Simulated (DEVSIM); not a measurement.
System: Ru/SiON/SiO2/p-Si capacitor, at 300 K.

```tsv
layer (left to right)	material	thickness (nm)	Na (cm⁻³)
1	SiON	11.0	-
2	SiO2	0.990	-
3	Si	14000	1.8e15
```

Metal gate on the left, work function 4.7 eV. Fixed charge at the semiconductor interface -3e11 cm⁻² (in units of +e); interface traps 3e11 cm⁻² eV⁻¹, uniform in energy, neutral level at 0.5 of the gap above the valence band.

The device is made up for the run: typed textbook-type constants, with dimensions and the other settings drawn at random. Values at 300 K.

| parameter | SiON | SiO2 | Si |
|---|---|---|---|
| gap (eV) | 7 | 9 | 1.124 |
| affinity (eV) | 1.4 | 0.9 | 4.05 |
| permittivity | 5.5 | 3.9 | 11.7 |
| Nc (cm⁻³) | - | - | 2.86e19 |
| Nv (cm⁻³) | - | - | 3.1e19 |

Model (solved in DEVSIM): 1D Poisson equation in equilibrium, Boltzmann statistics, complete ionisation; no quantum confinement or tunnelling. Metal contacts follow the ideal Schottky-Mott rule: no Fermi-level pinning, no interface dipoles.

Q: Tabulate band edges, carrier densities and field at -1.6 V on the gate.

A: Energies count from the Fermi level of the right contact; mesh points crowd at the junctions.

```csv
x (μm),Ec (eV),Ev (eV),n (cm⁻³),p (cm⁻³),field (V/cm)
0.000,4.900,-2.100,< 1e2,< 1e2,-910000
0.001726,4.742,-2.258,< 1e2,< 1e2,-910000
0.005457,4.401,-2.599,< 1e2,< 1e2,-910000
0.009168,4.062,-2.938,< 1e2,< 1e2,-910000
0.01127,4.360,-4.640,< 1e2,< 1e2,-1300000
0.01197,4.270,-4.730,< 1e2,< 1e2,-1000000
0.01383,1.069,-0.055,< 1e2,3.7e18,-170000
0.02207,1.001,-0.123,430,2.7e17,-45000
0.04087,0.952,-0.172,2900,4.0e16,-16000
0.09388,0.907,-0.217,17000,6.9e15,-4700
0.2328,0.879,-0.245,49000,2.4e15,-750
0.8433,0.872,-0.252,65000,1.8e15,≈ 0
2.236,0.872,-0.252,65000,1.8e15,≈ 0
5.956,0.872,-0.252,65000,1.8e15,≈ 0
11.80,0.872,-0.252,65000,1.8e15,≈ 0
13.19,0.872,-0.252,65000,1.8e15,≈ 0
13.70,0.872,-0.252,65000,1.8e15,≈ 0
13.90,0.872,-0.252,65000,1.8e15,≈ 0
13.98,0.872,-0.252,65000,1.8e15,≈ 0
14.00,0.872,-0.252,65000,1.8e15,≈ 0
14.01,0.872,-0.252,65000,1.8e15,≈ 0
14.01,0.872,-0.252,65000,1.8e15,≈ 0
```
